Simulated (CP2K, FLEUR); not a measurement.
A CP2K input for a self-consistent single point of CdAu (Pm-3m, 2 atoms in the cell) (DFT LDA (Pade form), GPW, DZVP-MOLOPT-SR-GTH basis, GTH-PADE potentials (GTH_POTENTIALS)):

```
&GLOBAL
  PROJECT bulk
  RUN_TYPE ENERGY_FORCE
  PRINT_LEVEL LOW
&END GLOBAL
&FORCE_EVAL
  METHOD Quickstep
  STRESS_TENSOR ANALYTICAL
  &DFT
    BASIS_SET_FILE_NAME BASIS_MOLOPT
    POTENTIAL_FILE_NAME GTH_POTENTIALS
    &QS
      METHOD GPW
      EPS_DEFAULT 1E-11
    &END QS
    &MGRID
      CUTOFF 500
      REL_CUTOFF 40
      NGRIDS 5
    &END MGRID
    &SCF
      SCF_GUESS ATOMIC
      EPS_SCF 1E-7
      MAX_SCF 100
      ADDED_MOS 5
      &DIAGONALIZATION
        ALGORITHM STANDARD
      &END DIAGONALIZATION
      &MIXING
        METHOD BROYDEN_MIXING
        ALPHA 0.3
        NBUFFER 10
      &END MIXING
      &SMEAR ON
        METHOD GAUSSIAN
        SIGMA [eV] 0.272
      &END SMEAR
    &END SCF
    &KPOINTS
      SCHEME MONKHORST-PACK 7 7 7
    &END KPOINTS
    &XC
      &XC_FUNCTIONAL PADE
      &END XC_FUNCTIONAL
    &END XC
    &PRINT
      &MO
        EIGENVALUES T
        OCCUPATION_NUMBERS T
        NDIGITS 8
        FILENAME mo
        &EACH
          QS_SCF 0
        &END EACH
        ADD_LAST NUMERIC
      &END MO
      &MULLIKEN OFF
      &END MULLIKEN
    &END PRINT
  &END DFT
  &SUBSYS
    &CELL
      ABC 3.33810500 3.33810500 3.33810500
      ALPHA_BETA_GAMMA 90.00000000 90.00000000 90.00000000
      PERIODIC XYZ
    &END CELL
    &COORD
      SCALED
      Cd       0.00000000     0.00000000     0.00000000
      Au       0.50000000     0.50000000     0.50000000
    &END COORD
    &KIND Cd
      BASIS_SET DZVP-MOLOPT-SR-GTH-q12
      POTENTIAL GTH-PADE-q12
    &END KIND
    &KIND Au
      BASIS_SET DZVP-MOLOPT-SR-GTH-q11
      POTENTIAL GTH-PADE-q11
    &END KIND
  &END SUBSYS
  &PRINT
    &FORCES ON
    &END FORCES
    &STRESS_TENSOR ON
    &END STRESS_TENSOR
  &END PRINT
&END FORCE_EVAL
```

**Question.** Write the same calculation as an input for FLEUR.

**Answer.** This is the input that was run; spellings and numerical settings could be chosen otherwise.

Input of the input generator:

```
CdAu FLAPW
&input film=f /
3.3381050000 0.0000000000 0.0000000000
0.0000000000 3.3381050000 0.0000000000
0.0000000000 0.0000000000 3.3381050000
1.8897261246
1.0 1.0 1.0

2
48 0.0000000000 0.0000000000 0.0000000000
79 0.5000000000 0.5000000000 0.5000000000

&comp jspins=1 /
&exco xctyp='pz' /
&kpt div1=7 div2=7 div3=7 /
&end /
```

```xml
<?xml version="1.0" encoding="UTF-8" standalone="no"?>
<fleurInput fleurInputVersion="0.39">
   <comment>
      CdAu FLAPW                                                                                          
   </comment>
   <calculationSetup>
      <cutoffs Kmax="4.0" Gmax="20.0" GmaxXC="20.0" numbands="0"/>
      <scfLoop itmax="60" minDistance="0.00001" maxIterBroyd="40" imix="Anderson" alpha="0.05" precondParam="0.0" spinf="2.0"/>
      <coreElectrons ctail="T" frcor="F" kcrel="0" coretail_lmax="0"/>
      <xcFunctional name="pz" relativisticCorrections="F"/>
      <magnetism jspins="1"/>
      <soc l_soc="F" theta="0.0" phi="0.0" spav="F"/>
      <expertModes spex="0" secvar="F"/>
      <geometryOptimization l_f="T" forcealpha="1.0" forcemix="BFGS" epsdisp="0.00001" epsforce="0.00001"/>
      <ldaU l_linMix="F" mixParam="0.05" spinf="1.0"/>
   </calculationSetup>
   <cell>
      <bzIntegration valenceElectrons="39.0" mode="gauss" fermiSmearingEnergy="0.00999582">
         <kPointListSelection listName="default-1"/>
         <!-- k-points included here -->
         <xi:include xmlns:xi="http://www.w3.org/2001/XInclude" href="kpts.xml"> </xi:include>
      </bzIntegration>
      <!-- symmetry operations included here -->
      <xi:include xmlns:xi="http://www.w3.org/2001/XInclude" href="sym.xml"> </xi:include>
      <bulkLattice scale="1.0">
         <bravaisMatrix>
            <row-1>    6.3081042251578827     0.0000000000000000     0.0000000000000000</row-1>
            <row-2>    0.0000000000000000     6.3081042251578827     0.0000000000000000</row-2>
            <row-3>    0.0000000000000000     0.0000000000000000     6.3081042251578827</row-3>
         </bravaisMatrix>
      </bulkLattice>
   </cell>
   <atomSpecies>
      <species name="Cadmium (Cd)" element="Cd" atomicNumber="48">
         <mtSphere radius="2.66" gridPoints="879" logIncrement="0.015"/>
         <atomicCutoffs lmax="7" lnonsphr="5"/>
         <electronConfig flipSpins="F">
            <coreConfig>(1s1/2) (2s1/2) (2p1/2) (2p3/2) (3s1/2) (3p1/2) (3p3/2) (3d3/2) (3d5/2)</coreConfig>
            <valenceConfig>(4s1/2) (4p1/2) (4p3/2) (5s1/2) (4d3/2) (4d5/2)</valenceConfig>
         </electronConfig>
         <energyParameters s="5" p="5" d="4" f="4"/>
         <lo type="SCLO" l="0" n="4" eDeriv="0"/>
         <lo type="SCLO" l="1" n="4" eDeriv="0"/>
         <lo type="SCLO" l="1" n="4" eDeriv="1"/>
         <lo type="SCLO" l="2" n="4" eDeriv="2"/>
         <lo type="SCLO" l="3" n="4" eDeriv="2"/>
      </species>
      <species name="Gold (Au)" element="Au" atomicNumber="79">
         <mtSphere radius="2.31" gridPoints="767" logIncrement="0.017"/>
         <atomicCutoffs lmax="6" lnonsphr="4"/>
         <electronConfig flipSpins="F">
            <coreConfig>(1s1/2) (2s1/2) (2p1/2) (2p3/2) (3s1/2) (3p1/2) (3p3/2) (4s1/2) (3d3/2) (3d5/2) (4p1/2) (4p3/2) (4d3/2) (4d5/2) (4f5/2) (4f7/2)</coreConfig>
            <valenceConfig>(5s1/2) (5p1/2) (5p3/2) (6s1/2) (5d3/2) (5d5/2)</valenceConfig>
            <stateOccupation state="(6s1/2)" spinUp="0.5" spinDown="0.5"/>
         </electronConfig>
         <energyParameters s="6" p="6" d="5" f="5"/>
         <lo type="SCLO" l="0" n="5" eDeriv="0"/>
         <lo type="SCLO" l="1" n="5" eDeriv="0"/>
         <lo type="SCLO" l="1" n="5" eDeriv="1"/>
         <lo type="SCLO" l="2" n="5" eDeriv="2"/>
         <lo type="SCLO" l="3" n="5" eDeriv="2"/>
      </species>
   </atomSpecies>
   <atomGroups>
      <atomGroup species="Cadmium (Cd)">
         <relPos label="                   1">.0000000000 .0000000000 .0000000000</relPos>
         <force calculate="T" relaxXYZ="TTT"/>
      </atomGroup>
      <atomGroup species="Gold (Au)">
         <relPos label="                   2">1.000/2.000 1.000/2.000 1.000/2.000</relPos>
         <force calculate="T" relaxXYZ="TTT"/>
      </atomGroup>
   </atomGroups>
   <output dos="F" band="F" slice="F">
      <checks vchk="F" cdinf="F"/>
      <bandDOS minEnergy="-.5*Htr" maxEnergy="0.5*Htr" sigma="0.015" storeEVData="T"/>
      <vacuumDOS vacdos="F" integ="F" star="F" nstars="0" locx1="0.0" locy1="0.0" locx2="0.0" locy2="0.0" nstm="0" tworkf="0.0"/>
      <unfoldingBand unfoldBand="F" supercellX="1" supercellY="1" supercellZ="1"/>
      <plotting iplot="0" polar="F">
         <plot TwoD="T" vec1="  1.0  0.0  0.0" vec2="  0.0  1.0  0.0" vec3="  0.0  0.0  1.0" zero="  0.0  0.0  0.0" file="plot"/>
      </plotting>
      <chargeDensitySlicing numkpt="0" minEigenval="0.0" maxEigenval="0.0" nnne="0" pallst="F"/>
      <specialOutput eonly="F"/>
      <magneticCircularDichroism mcd="F" energyLo="-10.0" energyUp="0.0"/>
   </output>
  <!-- We include the file relax.xml here to enable relaxations (see documentation) -->
  <xi:include xmlns:xi="http://www.w3.org/2001/XInclude" href="relax.xml"> <xi:fallback/> </xi:include>
</fleurInput>
```

Basis, cutoffs, solver keys and any potentials are the target program's own. This input uses DFT, LDA (Perdew-Zunger), all-electron FLAPW (FLEUR), scalar-relativistic valence. LDA parametrisations can differ slightly between programs.

The starting cell comes from a database of computed structures (which also holds hypothetical and non-ambient phases and stackings), without a prior relaxation at this level. Its lattice was rescaled by a random factor within 2.5 % of one.
